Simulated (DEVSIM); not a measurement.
System: TaN/Si3N4/n-Ge capacitor, at 300 K.

Layer 1 from the left is Si3N4, thickness (nm) 2.30. Layer 2 from the left is Ge, thickness (nm) 4700, Nd (cm⁻³) 1.6e16.

Metal gate on the left, work function 4.4 eV. Fixed charge at the semiconductor interface 1.7e12 cm⁻² (in units of +e); no interface traps.

This is a model device: material constants are rounded textbook-type values typed into the input, and sizes, dopings and lifetimes were drawn at random. Values at 300 K.

Si3N4: gap (eV) 5.1, affinity (eV) 2.1, permittivity 7.5. Ge: gap (eV) 0.664, affinity (eV) 4, permittivity 16, Nc (cm⁻³) 1.04e19, Nv (cm⁻³) 6e18.

Q: Estimate by hand the flat-band voltage, the threshold voltage, and compare with a numerical solution.

A: 
- Flat-band voltage: C = 2.89 μF/cm², work-function difference 0.233 V; VFB = φms − qNf/C = 0.14 V; numerical 0.14 V.
- Threshold voltage: φF = 0.172 V, depletion charge √(4εqNφF) = 4.99e-8 C/cm²; VT = VFB − 2φF − Qd/C = -0.22 V; numerical -0.22 V.

DEVSIM, 1D Poisson equation in equilibrium, Boltzmann statistics, complete ionisation; no quantum confinement or tunnelling. Metal contacts follow the ideal Schottky-Mott rule: no Fermi-level pinning, no interface dipoles.
